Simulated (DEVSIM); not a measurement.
System: Schottky contact on p-type GaP, at 250 K.

```tsv
layer (left to right)	material	thickness (μm)	Na (cm⁻³)	τn (s)	τp (s)
1	GaP	9.50	2.2e16	6.5e-7	6.5e-7
```

Left contact: Schottky, work function 4.48 eV, emission velocity 6.5e6 cm/s. Right contact: ohmic. Voltage is applied to the left contact. Recombination: SRH at mid-gap. Mobility is μmin + (μ − μmin)/(1 + (N/Nref)^α).

The device is made up for the run: typed textbook-type constants, with dimensions and the other settings drawn at random. Values at 300 K; Nc and Nv go as T^1.5, mobilities as T to minus their exponent, the gap by Varshni's rule with the affinity fixed.

| parameter | GaP |
|---|---|
| gap (eV) | 2.26 |
| affinity (eV) | 3.8 |
| permittivity | 11.1 |
| Nc (cm⁻³) | 1.8e19 |
| Nv (cm⁻³) | 1.9e19 |
| μn (cm²/Vs) | 250 |
| μp (cm²/Vs) | 150 |
| μn,min | 10 |
| μp,min | 10 |
| Nref,n | 4.4e18 |
| Nref,p | 1e18 |
| αn | 0.8 |
| αp | 0.85 |
| T exponent of μn | 1.6 |
| T exponent of μp | 1.98 |
| Varshni α (eV/K) | 0.00058 |
| Varshni β (K) | 372 |

Simulated with DEVSIM: 1D drift-diffusion, Boltzmann statistics, complete ionisation; no tunnelling, impact ionisation, image-force lowering or self-heating. Metal contacts follow the ideal Schottky-Mott rule: no Fermi-level pinning, no interface dipoles.

Problem. Tabulate band edges, carrier densities and field at -1.15 V on the left contact.

Solution. Energies count from the Fermi level of the right contact; mesh points crowd at the junctions.

| x (μm) | Ec (eV) | Ev (eV) | n (cm⁻³) | p (cm⁻³) | field (V/cm) |
|---|---|---|---|---|---|
| 0.000 | 1.830 | -0.449 | 270000 | 7.3e9 | 45000 |
| 0.01359 | 1.889 | -0.391 | 18000 | 1.8e11 | 41000 |
| 0.03727 | 1.974 | -0.305 | 330 | 1.0e13 | 32000 |
| 0.07185 | 2.064 | -0.215 | < 1e2 | 6.6e14 | 20000 |
| 0.1524 | 2.135 | -0.145 | < 1e2 | 1.8e16 | 1900 |
| 0.2632 | 2.140 | -0.140 | < 1e2 | 2.2e16 | 23 |
| 0.4250 | 2.140 | -0.140 | < 1e2 | 2.2e16 | ≈ 0 |
| 0.8018 | 2.140 | -0.140 | < 1e2 | 2.2e16 | ≈ 0 |
| 1.321 | 2.140 | -0.140 | < 1e2 | 2.2e16 | ≈ 0 |
| 2.078 | 2.140 | -0.140 | < 1e2 | 2.2e16 | ≈ 0 |
| 3.398 | 2.140 | -0.140 | < 1e2 | 2.2e16 | ≈ 0 |
| 5.782 | 2.140 | -0.140 | < 1e2 | 2.2e16 | ≈ 0 |
| 7.130 | 2.140 | -0.140 | < 1e2 | 2.2e16 | ≈ 0 |
| 7.993 | 2.140 | -0.140 | < 1e2 | 2.2e16 | ≈ 0 |
| 8.725 | 2.140 | -0.140 | < 1e2 | 2.2e16 | ≈ 0 |
| 9.013 | 2.140 | -0.140 | < 1e2 | 2.2e16 | ≈ 0 |
| 9.197 | 2.140 | -0.140 | < 1e2 | 2.2e16 | ≈ 0 |
| 9.323 | 2.140 | -0.140 | < 1e2 | 2.2e16 | ≈ 0 |
| 9.415 | 2.140 | -0.140 | < 1e2 | 2.2e16 | ≈ 0 |
| 9.454 | 2.140 | -0.140 | < 1e2 | 2.2e16 | ≈ 0 |
| 9.481 | 2.140 | -0.140 | < 1e2 | 2.2e16 | ≈ 0 |
| 9.500 | 2.140 | -0.140 | < 1e2 | 2.2e16 | ≈ 0 |
